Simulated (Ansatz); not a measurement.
# A self-consistent single point of CaAg₂Ge₂ (I4mm, 5 atoms in the cell) with Ansatz

Level of theory: LDA (PW92), default PAW files made with PBE (plane waves; Ansatz, a first-principles code).

The input file:

Ansatz 0.2 input:
```yaml
# Ca(AgGe)2
crystal:
  lattice:
    - [-2.149588, 2.149588, 5.429143]
    - [2.149588, -2.149588, 5.429143]
    - [2.149588, 2.149588, -5.429143]
  atoms:
    - { symbol: Ca, position: [0.004605, 0.004605, 0.000000] }
    - { symbol: Ag, position: [0.250000, 0.750000, 0.500000] }
    - { symbol: Ag, position: [0.750000, 0.250000, 0.500000] }
    - { symbol: Ge, position: [0.390310, 0.390310, 0.000000] }
    - { symbol: Ge, position: [0.609690, 0.609690, 0.000000] }
basis:
  ecutwfc: 420.0
kpoints:
  mp_grid: { grid: [8, 8, 8] }
hamiltonian:
  xc: lda
  pseudopotentials: { kind: paw }
scf:
  occupations: { method: gaussian, width: 0.1 }
output:
  forces: true
  eigenvalues: true
  stress: true
```

Output, abridged:

```
WARN ansatz: RAYON_NUM_THREADS=1 ignored (pool sized by the plan → 1); use --threads N
basis.fft_grid_basis auto: the FFT boxes are laid along the combinations [[1, 0, 1], [0, 1, 1], [0, 0, 1]] of the cell's own vectors, 4.299, 4.299 and 6.222 Å …
Pseudopotentials: kind: paw
Pseudopotential: Ca, paw, valence charge 10
Pseudopotential: Ag, paw, valence charge 19
Pseudopotential: Ge, paw, valence charge 14
Crystal: 5 atoms, lattice volume = 100.346 Å³
Basis set: ecut = 420 eV, 1971 PW (Γ), FFT grids on a1+a3, a2+a3, a3
Bands: 46, of which v1, the nominal top of the filled ones, is band 38 counted from 1 (37 counted from 0)
Symmetry: 8 space group operations
Space group: I4mm (ITA 107), of the structure as read, at distance tolerance 4.6e-5 Å
k-points: 59 of 512 (time reversal used)
PAW frozen core: Ca, regenerated for the run's functional, and the local potential with it
PAW frozen core: Ag, regenerated for the run's functional, and the local potential with it
PAW frozen core: Ge, regenerated for the run's functional, and the local potential with it
Initial density: superposition of atomic densities (neutral atoms: chi_scale 0, normalization atom), corrected by the library's trained network
Initial wavefunctions: pseudopotential atomic-orbital guess
Eigensolver: davidson
Functional: x = slater, c = lda
SCF iter   1: F=—  HF=-25122.146688 eV  |F-HF|=—  |Δ(HF+E_count)|=         —  Δρ=7.56e-3  dr2=4.20e-2  ethr=1.77e-3  ⟨swp⟩=7.7  Hψ=10831  notcnv=0  defer=12
all-band conjugate gradients solve this SCF's bands
preconditioner: auto → Kerker (q_TF=auto, 2.605 Å⁻¹)
SCF iter   2: F=—  HF=-25122.135855 eV  |F-HF|=—  |Δ(HF+E_count)|=   1.08e-2  Δρ=2.88e-3  dr2=4.59e-3  ethr=5.53e-5  ⟨swp⟩=2.8  Hψ=5519  notcnv=0  defer=21
SCF iter   3: F=—  HF=-25122.135070 eV  |F-HF|=—  |Δ(HF+E_count)|=   7.86e-4  Δρ=1.26e-3  dr2=1.09e-3  ethr=6.04e-6  ⟨swp⟩=2.3  Hψ=3279  notcnv=0  defer=21
SCF iter   4: F=—  HF=-25122.134918 eV  |F-HF|=—  |Δ(HF+E_count)|=   1.51e-4  Δρ=1.98e-4  dr2=5.44e-5  ethr=1.43e-6  ⟨swp⟩=2.1  Hψ=3560  notcnv=0  defer=21
SCF iter   5: F=—  HF=-25122.134909 eV  |F-HF|=—  |Δ(HF+E_count)|=   8.86e-6  Δρ=8.48e-5  dr2=1.80e-5  ethr=7.16e-8  ⟨swp⟩=2.0  Hψ=4277  notcnv=0  defer=21
SCF iter   6: F=—  HF=-25122.134903 eV  |F-HF|=—  |Δ(HF+E_count)|=   6.20e-6  Δρ=2.74e-5  dr2=2.38e-6  ethr=2.37e-8  ⟨swp⟩=2.0  Hψ=4276  notcnv=0  defer=21
SCF iter   7: F=—  HF=-25122.134903 eV  |F-HF|=—  |Δ(HF+E_count)|=   6.50e-7  Δρ=9.06e-6  dr2=1.51e-7  ethr=3.13e-9  ⟨swp⟩=2.0  Hψ=3442  notcnv=0  defer=21
SCF iter   8: F=-25122.134903 eV  HF=-25122.134903 eV  |F-HF|=5.94e-9  |Δ(HF+E_count)|=   2.04e-8  Δρ=2.39e-6  dr2=1.22e-8  ethr=1.32e-10  ⟨swp⟩=8.5  Hψ=10573  notcnv=0
SCF 1 converged in 8 iterations: F = -25122.134903 eV  dr2 = 1.22e-8
SCF converged after 8 iterations
Free energy (F): -25122.134903 eV
Harris-Foulkes:  -25122.134903 eV  (|F-HF|=5.94e-9)
Internal energy: -25122.126403 eV  (E = F + TS)
E sigma→0 (E₀):  -25122.130653 eV
Entropy (-TS):   -0.008499 eV (-1.700 meV/atom)
Fermi energy:    11.860378 eV
--- Per-component energies (eV) ---
  E_band       = -989.033051
  E_kinetic    = 1556.522219
  E_local      = -11187.499086  (includes V_loc(G=0)·N_el)
  E_nonlocal   = 1080.499991
  E_hartree    = 4928.205869
  E_xc         = -654.804639
  E_vxc        = -771.864282  (∫ρ·V_xc dr)
  E_paw        = -12237.482688  (= ΣΔE_a)
  E_vpaw       = -1523.100497  (= ΣTr[D̂ρ^β])
  E_aug_tail   = 0.000989  (compensation charges beyond the density's cutoff)
  E_ewald      = -8613.118491
  E_core_change = 5.549433  (= ΣΔE_core)
  E_smearing   = -0.008499  (= −TS)
  E_closure    = -0.000000  (closes the sum)
  Σ components = -25122.134903   (vs F -25122.134903, Δ=0.00e0)
--- Forces (eV/Å), atoms counted from 1 ---
  atom   1  Ca    -0.00000000    -0.00000000    -0.10169063
  atom   2  Ag    -0.00000000     0.00000000     0.03559543
  atom   3  Ag     0.00000000    -0.00000000     0.03559543
  atom   4  Ge    -0.00000000    -0.00000000    -0.33754291
  atom   5  Ge     0.00000000     0.00000000     0.36807261
  max |Σ_I F_I| component: 2.99e-5 eV/Å
--- Stress (GPa, compression-positive) ---
       -3.931929      -0.000000      -0.000000
       -0.000000      -3.931929       0.000000
       -0.000000       0.000000      -4.073294
  P = ⅓ Tr σ = -3.9791 GPa (-39.791 kbar)
  The stress holds the Pulay correction. Without it, at fixed plane waves, as pw.x and ABINIT print it: P = -4.0006 GPa
--- Band table (eV; the first three rows and the last of 59) ---
  k-point 0: bands = ["-80.3944", "-80.3891", "-43.9469", "-43.9469", "-43.9469", "-43.9387", "-43.9032", "-43.9032", "-28.7948", "-12.6926", "-12.5848", "-12.5848", "-12.5078", "-12.5015", "-12.4924", "-12.4836", "-12.4694", "-12.4694", "-12.4047", [...]
  k-point 1: bands = ["-80.3940", "-80.3895", "-43.9476", "-43.9462", "-43.9401", "-43.9393", "-43.9102", "-43.9026", "-28.7943", "-12.6925", "-12.5849", "-12.5848", "-12.5075", "-12.5022", "-12.4919", "-12.4839", "-12.4697", "-12.4693", "-12.4042", [...]
  k-point 2: bands = ["-80.3931", "-80.3904", "-43.9493", "-43.9448", "-43.9407", "-43.9270", "-43.9235", "-43.9012", "-28.7932", "-12.6921", "-12.5855", "-12.5853", "-12.5065", "-12.5028", "-12.4906", "-12.4849", "-12.4704", "-12.4692", "-12.4031", [...]
  k-point 58: bands = ["-80.3944", "-80.3891", "-43.9470", "-43.9470", "-43.9469", "-43.9387", "-43.9032", "-43.9032", "-28.7947", "-12.6928", "-12.5853", "-12.5853", "-12.5095", "-12.5002", "-12.4908", "-12.4850", "-12.4689", "-12.4689", [...]
```

The run converged in 8 iterations.

The starting cell comes from a database of computed structures (which also holds hypothetical and non-ambient phases and stackings), without a prior relaxation at this level. Its lattice was rescaled by up to half a per cent. One atom was moved a little off its site on purpose. With a pressure of about -4 GPa the cell is away from its equilibrium volume at this level. Ansatz's pressure includes its estimate of the finite-basis (Pulay) stress.
